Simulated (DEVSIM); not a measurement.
System: abrupt InP p-n junction, at 350 K.

Layer 1 from the left is InP, thickness (μm) 19.0, Na (cm⁻³) 3.8e17, τn (s) 3.7e-10, τp (s) 3.7e-10. Layer 2 from the left is InP, thickness (μm) 280, Nd (cm⁻³) 2.7e16, τn (s) 3.7e-10, τp (s) 3.7e-10.

Left contact: ohmic. Right contact: ohmic. Voltage is applied to the left contact. Recombination: SRH at mid-gap, radiative, Auger. Mobility is μmin + (μ − μmin)/(1 + (N/Nref)^α).

The device is made up for the run: typed textbook-type constants, with dimensions and the other settings drawn at random. Values at 300 K; Nc and Nv go as T^1.5, mobilities as T to minus their exponent, the gap by Varshni's rule with the affinity fixed.

InP: gap (eV) 1.344, affinity (eV) 4.38, permittivity 12.5, Nc (cm⁻³) 5.7e17, Nv (cm⁻³) 1.1e19, μn (cm²/Vs) 5200, μp (cm²/Vs) 170, μn,min 400, μp,min 10, Nref,n 3e17, Nref,p 4.9e17, αn 0.47, αp 0.62, T exponent of μn 2, T exponent of μp 2, B (cm³/s) 1.2e-10, Cn (cm⁶/s) 9e-31, Cp (cm⁶/s) 9e-31, Varshni α (eV/K) 0.000363, Varshni β (K) 162.

Estimate by hand the built-in potential, the peak field at zero bias, the capacitance at -6 V, and compare with a numerical solution.


- Built-in potential: ni = √(Nc Nv) exp(−Eg/2kT) = 8.69e8 cm⁻³ with Eg = 1.328 eV; Vbi = kT/q ln(Na Nd/ni²) = 1.120 V; numerical 1.120 V.
- Peak field at zero bias: depletion approximation: W = √(2εVbi/(qN)) = 0.248 μm with N = 2.52e16 cm⁻³; field = 2Vbi/W = 90400 V/cm; numerical 88600 V/cm (estimate above by 2.0 %).
- Capacitance at -6 V: C = √(qεN / 2(Vbi + |V|)) = 17.7 nF/cm²; numerical 17.8 nF/cm².

Model (solved in DEVSIM): 1D drift-diffusion, Boltzmann statistics, complete ionisation; no tunnelling, impact ionisation, image-force lowering or self-heating.
